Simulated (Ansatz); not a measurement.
**Worked sum: formation energy of Cl_i in Al (fcc, Fm-3m)**

This concerns the formation energy of Cl_i in Al (fcc, Fm-3m). Reaction: 64 Al (fcc) + 1/2 Cl2 (gas) → cell A.

A: a supercell of 64 sites of Al (fcc, Fm-3m) with Cl off the lattice sites (6 Al at 2.43 Å); spin state with PBE: run without spin.

Method: Ansatz (an electronic-structure program), PAW, neutral cells at 0 K with nuclei at rest, on structures from PBE. Ansatz runs with its default PAW set. Other levels take these structures. The lattices are those relaxed with PBE, so at other levels the solids can be strained. Larger cells are relaxed from a start prepared with the learned potential CHGNet, on a coarser mesh till forces fall under 0.03 eV/Å, which some starts already meet. A dispersion term (D3(BJ), or D4 for r2SCAN) was computed beside these levels and is taken off wherever the name lacks it. Mesh and cell size may move defect energies by 0.1 eV or more. Cell A has symmetry Fm-3m within 0.02 Å and got no random move, so less symmetric positions, which may lie lower, weren't tried.

Total energies of the cells in eV, at zero smearing width. They compare only within one column; the weights balance every element.

```csv
cell,atoms,weight,r2SCAN
A: Al:Cl_i,65,+1,-35665.89789
Al (fcc),64,−1,-34586.24625
Cl2 (gas),2,−1/2,-2167.03331
```

r2SCAN: (-35665.89789) − (-34586.24625) − 1/2 × (-2167.03331) = 3.865 eV.
